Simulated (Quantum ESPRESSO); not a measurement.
**Quick settings and what they miss: K (Im-3m, 1 atom in the cell)**

Self-consistent single point.

```yaml
crystal:
  lattice:
    - [2.66249, 2.66249, 2.66249]
    - [-2.66249, 2.66249, 2.66249]
    - [-2.66249, -2.66249, 2.66249]
  atoms:
    - { symbol: K, position: [0.00000, 0.00000, 0.00000] }
```

Method: PBE, PseudoDojo standard norm-conserving (PBE) pseudopotentials (plane waves; Quantum ESPRESSO).

Base settings: ecutwfc = 75 Ry; occupations = smearing; smearing = marzari-vanderbilt; degauss = 0.0073499 Ry; potentials = {K: K.upf}; K_POINTS = automatic 12 12 12 0 0 0; conv_thr = 1e-10 Ry; mixing_beta = 0.5.

Tight run (finer mesh or higher cutoff; not a proven limit): ecutwfc: 75 Ry → 105 Ry; conv_thr: 1e-10 Ry → 7.3e-11 Ry; K_POINTS: automatic 12 12 12 0 0 0 → automatic 17 17 17 0 0 0. It gave Fermi level (on the code's own zero) 1.71 eV; pressure -0.08 GPa.

Quick runs, as changes from the base:
- A: the base itself
- B: ecutwfc: 75 Ry → 52 Ry; smearing: marzari-vanderbilt → gaussian; degauss: 0.0073499 Ry → 0.019992 Ry; K_POINTS: automatic 12 12 12 0 0 0 → automatic 4 4 4 1 1 1
- C: ecutwfc: 75 Ry → 60 Ry; K_POINTS: automatic 12 12 12 0 0 0 → automatic 6 6 6 0 0 0
- D: ecutwfc: 75 Ry → 45 Ry; conv_thr: 1e-10 Ry → 7.3e-06 Ry; K_POINTS: automatic 12 12 12 0 0 0 → automatic 3 3 3 0 0 0; potentials: PseudoDojo standard norm-conserving (LDA) [LDA (PW92)]
- E: ecutwfc: 75 Ry → 38 Ry; K_POINTS: automatic 12 12 12 0 0 0 → automatic 8 8 8 0 0 0; potentials: PseudoDojo standard norm-conserving (LDA) [LDA (PW92)]
- F: ecutwfc: 75 Ry → 38 Ry; smearing: marzari-vanderbilt → fermi-dirac; degauss: 0.0073499 Ry → 0.0147 Ry; K_POINTS: automatic 12 12 12 0 0 0 → automatic 4 4 4 1 1 1

Energies are extrapolated to zero smearing width, which holds to low order in the width alone (under cold and Methfessel-Paxton smearing the free energy itself is taken).

Dashes: energy of D, E, another energy zero.

† marks runs with another functional, U, potentials or spin treatment: their distance from the tight run is not a convergence error alone.

The count of work is k-points × plane waves × bands × iterations; it is no time. 

The starting cell comes from a database of computed structures (which also holds hypothetical and non-ambient phases and stackings), without a prior relaxation at this level. Its lattice was rescaled by a random factor within 2.5 % of one.

```tsv
run	energy less tight (meV/atom)	pressure less tight (GPa)	count of work / tight
A	1.3	0.00	0.26
B	34.8	-0.56	0.015
C	24.9	-0.11	0.036
D†	–	-2.10	0.0039
E†	–	-3.95	0.038
F	433.0	-3.59	0.0079
```

Among the runs at the tight run's level, the energy misses run from 1.3 to 433.0 meV/atom.
